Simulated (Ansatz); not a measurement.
B2O3 (P3₁21, No. 152), treated with LDA in Ansatz (plane waves, PAW).

Settings: plane-wave cutoff 500 eV, 12×12×6 k mesh (along the axes of the cell as run), gaussian smearing 0.02 eV, scalar-relativistic PAW data made under PBE.

Computed at the level's own relaxed cell.

Question: Predict the equilibrium volume per atom, lattice constant a, lattice parameter c and band gap.

Answer: 
* **equilibrium volume per atom**: 8.56 Å³/atom
* **lattice constant a**: 4.290 Å
* **lattice parameter c**: 8.056 Å
* **band gap**: 6.38 eV (on the SCF k mesh)

Note: the volume lies 5 % below that of the published cell.

Computing time: roughly 5 core-minutes.

Ansatz is a quantum-chemistry and plane-wave program.
